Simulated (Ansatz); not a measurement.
For rock-salt ZrN, PBEsol-D3(BJ) (plane waves, PAW; Ansatz, a first-principles code) gives:

```
Item                  Result
-------------------  -------
lattice parameter a  4.519 Å
bulk modulus B0      283 GPa
```

Problem. What does PBE0-D3(BJ) (Ansatz, plane waves, PAW) give for the same quantities?

Solution. 
- lattice constant a: 4.525 Å (rises by 0.1 %)
- bulk modulus: 289 GPa (goes up by 2.1 %)

For comparison: lattice constant a 4.575 Å (measured, temperature not stated, not corrected to a static lattice, relaxed epitaxial film; as tabulated in Mei et al., J. Vac. Sci. Technol. A 31, 061516 (2013)); bulk modulus 248 GPa (measured, room temperature, no zero-point or thermal correction, our sources range from 215 to 248; as tabulated in Synthesis of Binary Transition Metal Nitrides, Carbides and Borides from the …).

Changes are worked out from the printed values.

Unless a cell is named, each level is at its own relaxed cell (PBEsol-D3(BJ) 11.54, PBE0-D3(BJ) 11.58 Å³/atom).

Ansatz's density-functional and Hartree–Fock values are scalar-relativistic unless marked +SOC, with PAW data made under PBE.
